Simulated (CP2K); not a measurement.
CP2K run on SbSI₂ (Pmc2_1, 8 atoms in the cell): self-consistent single point.

Method: PBEsol, GPW, DZVP-MOLOPT-SR-GTH basis, GTH-PBE potentials (GTH_POTENTIALS) (CP2K 2026.2).

```
SbSI2
1.0
    6.39991     0.00000     0.00000
    0.00000     9.17160     0.00000
    0.00000     0.00000     6.25406
Sb S I
2 2 4
Cartesian
  0.00000   1.32878   3.81635
  0.00000   7.84282   0.68932
  0.00000   1.11242   1.39847
  0.00000   8.05918   4.52550
  3.19996   9.01568   0.88977
  3.19996   0.15592   4.01680
  0.00000   4.56544   3.05899
  0.00000   4.60616   6.18602
```

Reference input (self-consistent single point, DFT PBEsol, GPW, DZVP-MOLOPT-SR-GTH basis, GTH-PBE potentials (GTH_POTENTIALS)): CUTOFF = 400 Ry; REL_CUTOFF = 50 Ry; SMEAR/METHOD = MARZARI_VANDERBILT; SIGMA = 0.272 eV; KPOINTS/SCHEME = MONKHORST-PACK 4 3 4; GAMMA_CENTERED = T; XC_FUNCTIONAL = PBE:PBESOL; Sb/BASIS_SET = DZVP-MOLOPT-SR-GTH; Sb/POTENTIAL = GTH-PBE-q5; S/BASIS_SET = DZVP-MOLOPT-SR-GTH; S/POTENTIAL = GTH-PBE-q6; I/BASIS_SET = DZVP-MOLOPT-SR-GTH. This run's input differs from it in these lines:

```diff
@@ -35,4 +35,4 @@
       &SMEAR ON
-        METHOD MARZARI_VANDERBILT
-        SIGMA [eV] 0.272
+        METHOD FERMI_DIRAC
+        ELECTRONIC_TEMPERATURE [K] 2320.9
       &END SMEAR
```

Output, abridged:

```
 SCF WAVEFUNCTION OPTIMIZATION

  Step     Update method      Time    Convergence         Total energy    Change
     1 NoMix/Diag. 0.30E+00      -     0.51579163       -77.3131937683 -7.73E+01
     2 Broy./Diag. 0.30E+00      -     0.07354848       -77.0620330405  2.51E-01
     3 Broy./Diag. 0.30E+00      -     0.15038069       -77.3025059500 -2.40E-01
     4 Broy./Diag. 0.30E+00      -     0.03554289       -77.4649290723 -1.62E-01
     5 Broy./Diag. 0.30E+00      -     0.03540741       -77.2314069442  2.34E-01
     6 Broy./Diag. 0.30E+00      -     0.01073700       -77.2169146110  1.45E-02
   [... 12 lines left out ...]
    19 Broy./Diag. 0.30E+00      -     0.00000174       -77.1556784953  9.73E-06
    20 Broy./Diag. 0.30E+00      -     0.00000104       -77.1556856175 -7.12E-06
    21 Broy./Diag. 0.30E+00      -     0.00000014       -77.1556886507 -3.03E-06
    22 Broy./Diag. 0.30E+00      -     0.00000010       -77.1556900257 -1.37E-06
  *** SCF run converged in    22 steps ***

  Overlap energy of the core charge distribution:               0.00000000353300
  Self energy of the core charge distribution:               -170.99862256801552
  Core Hamiltonian energy:                                     35.24778441585693
  Hartree energy:                                              74.57723103043074
  Exchange-correlation energy:                                -15.96832299535200
  Electronic entropic energy:                                  -0.01375991239524
  Fermi energy:                                                 0.04455013474401

  Total energy:                                               -77.15569002571581
  Total energy (extrapolated to T->0):                        -77.14881006951819

                     Mulliken Population Analysis

   [... lines left out ...]

 STRESS| Analytical stress tensor [bar]
 STRESS|                        x                   y                   z
 STRESS|      x       -2.53073243968E+03   1.77329417509E-07   2.38731157396E-07
 STRESS|      y        1.77329417509E-07   6.41022009569E+03  -2.74601361073E-03
 STRESS|      z        2.38731157396E-07  -2.74601361073E-03   1.09844182162E+03
 STRESS| 1/3 Trace                                             1.65930982588E+03
```

The run converged in 22 iterations. Against the reference run the free energy falls by 26.0 meV/atom, the pressure hardly changes (0.12 to 0.17 GPa) and the largest force goes from 0.465 to 0.429 eV/Å.

The starting cell comes from a database of computed structures (which also holds hypothetical and non-ambient phases and stackings), without a prior relaxation at this level. Values carry the incompleteness of an atom-centred basis. The potentials were made for another functional than the one used. The run gives no clean gap (levels at the Fermi energy touch, overlap or are partly filled at this smearing), which alone does not show that the compound is a metal.

Cost on one core of a shared machine: roughly 50 s.
